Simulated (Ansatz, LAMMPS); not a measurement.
# Si well of 21 atomic layers along [001] in random Si0.7Ge0.3, interfaces graded over 8 layers

Cell 16.67 × 16.67 × 65.92 Å, Si713Ge151, 864 atoms. Prepared with LAMMPS with Tersoff's 1989 multicomponent potential (SiCGe.tersoff): minimisation. 

That structure was relaxed on with PBE, support functions at accuracy medium on the grid of 370 eV (Ansatz, a first-principles code). Basis: localised support functions (accuracy medium) on a full density matrix. k-points: zone centre alone; occupations: Fermi-Dirac, 0.010 eV; spin polarisation not allowed. Spin-orbit coupling is left out.

Question: What does DFT change in the classical structure?

Answer: The energy falls by 0.3 meV an atom over 3 steps; atoms move by 0.011 Å root mean square, 0.03 Å at most.
| quantity | classical minimum | after DFT steps |
|---|---|---|
| 4-fold atoms (%) | 100.0 | 100.0 |
| spread of bond angles (°) | 0.9 | 1.1 |
